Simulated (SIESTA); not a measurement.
Input and output of a self-consistent single point for Ti6O (P-31m, 7 atoms in the cell) (SIESTA).

Method of the run: LDA PW92, numerical atomic orbitals DZP, PseudoDojo LDA standard norm-conserving potentials (rewritten from UPF to PSML) (SIESTA).

```
CELL_PARAMETERS angstrom
      5.10479     0.00000     0.00000
     -2.55240     4.42088     0.00000
      0.00000     0.00000     4.73055
ATOMIC_POSITIONS crystal
  Ti 0.66886 0.66886 0.26073
  Ti 0.33114 0.33114 0.73927
  Ti 0.33114 0.00000 0.26073
  Ti 0.66886 0.00000 0.73927
  Ti 0.00000 0.33114 0.26073
  Ti 0.00000 0.66886 0.73927
  O  0.00000 0.00000 0.00000
```

Reference input (self-consistent single point, DFT, GGA PBEsol, numerical atomic orbitals DZP, PseudoDojo PBEsol standard norm-conserving potentials (rewritten from UPF to PSML)): XC.functional = GGA; XC.authors = PBEsol; potentials = PseudoDojo PBEsol standard; PAO.BasisSize = DZP; PAO.EnergyShift = 0.01 Ry; MeshCutoff = 300 Ry; kgrid.MonkhorstPack = 5 5 5; OccupationFunction = MP; OccupationMPOrder = 0; ElectronicTemperature = 580.23 K; MaxSCFIterations = 150; SCF.Mixer.Method = Pulay. This run's input differs from it in these lines:

```diff
@@ -1,2 +1,2 @@
-# files in the folder: Ti.psml O.psml (PseudoDojo PBEsol standard)
+# files in the folder: Ti.psml O.psml (PseudoDojo LDA standard)
 SystemName  Ti6O
@@ -27,4 +27,4 @@
 
-XC.functional                GGA
-XC.authors                   PBEsol
+XC.functional                LDA
+XC.authors                   PW92
 PAO.BasisSize                DZP
```

The program printed (abridged):

```
        iscf     Eharris(eV)        E_KS(eV)     FreeEng(eV)     dDmax    Ef(eV) dHmax(eV)
   scf:    1   -10077.792826   -10130.592587   -10130.600015  1.443556 -4.670801  6.282314
   scf:    2   -10140.909808   -10136.679776   -10136.685366  0.123683 -5.311509  2.746936
   scf:    3   -10138.762750   -10137.959681   -10137.966101  0.072536 -5.742822  0.580172
   scf:    4   -10138.049389   -10138.021230   -10138.028204  0.019009 -5.856820  0.062550
   scf:    5   -10138.023159   -10138.022422   -10138.029364  0.005744 -5.858713  0.016528
   [... 5 lines left out ...]
   scf:   11   -10138.022544   -10138.022545   -10138.029504  0.000052 -5.860940  0.000617
   scf:   12   -10138.022544   -10138.022544   -10138.029504  0.000017 -5.860942  0.000382
   scf:   13   -10138.022544   -10138.022544   -10138.029504  0.000021 -5.860985  0.000077
   scf:   14   -10138.022544   -10138.022544   -10138.029504  0.000004 -5.860994  0.000112
SCF Convergence by DM+H criterion
max |DM_out - DM_in|         :     0.0000044882
max |H_out - H_in|      (eV) :     0.0001124420
SCF cycle converged after 14 iterations

Using DM_out to compute the final energy and forces

siesta: E_KS(eV) =           -10138.0225

siesta: E_KS - E_eggbox =    -10138.0225

siesta: Atomic forces (eV/Ang):
     1    0.084161    0.145772   -0.089649
     2   -0.084152   -0.145755    0.089641
     3   -0.168318    0.000001   -0.089648
     4    0.168309    0.000001    0.089642
     5    0.084152   -0.145756   -0.089645
     6   -0.084161    0.145771    0.089645
     7    0.000009   -0.000033    0.000014
   Tot    0.000000   -0.000000   -0.000000
   Max    0.168318
   Res    0.101932    sqrt( Sum f_i^2 / 3N )
   Max    0.168318    constrained

   [... lines left out ...]
siesta: FreeEng =    -10138.029504
   [... lines left out ...]
siesta:     0.070374   -0.000000    0.000000
siesta:    -0.000000    0.070374    0.000000
siesta:     0.000000    0.000000    0.062532

siesta: Cell volume =        106.757415 Ang**3

siesta: Pressure (static):
siesta:                Solid            Molecule  Units
siesta:          -0.00073800         -0.00078831  Ry/Bohr**3
siesta:          -0.06776006         -0.07237910  eV/Ang**3
siesta:        -108.56358573       -115.96410266  kBar
```

The run converged in 14 iterations. Against the reference run the pressure goes from -6.27 to -10.86 GPa and the largest force goes from 0.096 to 0.191 eV/Å.

The starting cell comes from a database of computed structures (which also holds hypothetical and non-ambient phases and stackings), without a prior relaxation at this level. Spin polarisation is off, so a magnetic state, if there is one, cannot be reached. Values carry the incompleteness of an atom-centred basis. With a pressure of about -11 GPa the cell is away from its equilibrium volume at this level.

Cost on one core of a shared machine: roughly 30 s.
